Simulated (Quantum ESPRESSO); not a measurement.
Quantum ESPRESSO is run on ZrNiF6 (Fm-3m, 8 atoms in the cell), and the run fails. The aim is a self-consistent single point with DFT, PBEsol, plane waves, PseudoDojo standard norm-conserving (PBESOL) pseudopotentials.

Cell that was meant: a = 5.5777 Å, b = 5.5777 Å, c = 5.5777 Å, α = 60.00°, β = 60.00°, γ = 60.00°.

Part of the input:

```fortran
&SYSTEM
 ibrav = 0,
 nat = 8,
 ntyp = 2,
 ecutwfc = 100,
 occupations = 'smearing',
 smearing = 'cold',
```

Output (repeated stretches shortened):

```
     This program is part of the open-source Quantum ESPRESSO suite
     for quantum simulation of materials; please cite

Warning: card F     18.9984  F.UPF ignored

 %%%%%%%%%%%%%%%%%%%%%%%%%%%%%%%%%%%%%%%%%%%%%%%%%%%%%%%%%%%%%%%%%%%%%%%%%%%%%%
     Error in routine read_cards (3):
     species F in ATOMIC_POSITIONS is nonexistent
 %%%%%%%%%%%%%%%%%%%%%%%%%%%%%%%%%%%%%%%%%%%%%%%%%%%%%%%%%%%%%%%%%%%%%%%%%%%%%%

     stopping ...
```

Question: From the messages shown, name the fault and mend the input.

Answer: The fault is a species count that does not match the list of species. The number of species decides how many lines of the species card are read. To fix it, make the count match the list. The program stopped before any SCF iteration.

An input that runs soundly differs in these lines (not the only fix; some lines may just follow from the change or write a value another way):
```diff
- ntyp = 2,
+ ntyp = 3,
```

With that input, the run converged in 14 iterations: free energy E − TS -9958.0897 eV; top of the valence band (on the code's own zero) 3.59 eV; gap on the k-point mesh 1.47 eV; pressure 3.23 GPa; largest force (vector length) 0.207 eV/Å (DFT, PBEsol, plane waves, PseudoDojo standard norm-conserving (PBESOL) pseudopotentials).

On the sound input: the starting cell comes from a database of computed structures (which also holds hypothetical and non-ambient phases and stackings), without a prior relaxation at this level. Its lattice was rescaled by a random factor within 2.5 % of one. With one magnetic atom in the cell only a parallel order is possible. With a pressure of about 3 GPa the cell is away from its equilibrium volume at this level.
